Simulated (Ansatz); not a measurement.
The complex Al vacancy + O on the N site in wurtzite AlN (the Al site; N 1.90 Å away) and its isolated parts, with the Fermi level 2.00 eV above the valence-band maximum, each in its stable bound charge state.

Method: PBE, PAW (plane waves to 420 eV; Ansatz, a program for electronic structure). Cell and caveats: 96-site cell; 2×2×2 shifted k-points; host gap 4.03 eV; charged states image-corrected; corrections pass 1 eV, so highly charged states may be off by several tenths; flagged in the runs: for some of the defects a host whose relaxation on this sampling wasn't shown to rest.

| defect | charge | E_f, elements as references (eV) |
|---|---|---|
| Al vacancy | −2 | 7.79 |
| O on the N site (broken-bond start) [the N site; started 0.95 Å off site, one bond broken, along c] | +1 | -2.07 |
| Al vacancy + O on the N site [the Al site; N 1.90 Å away] | −2 | 3.21 |

Binding energy, the parts less the complex: 7.79 + -2.07 − (3.21) = 2.51 eV, bound. The charge changes by −1 on pairing, so the value moves with the Fermi level.
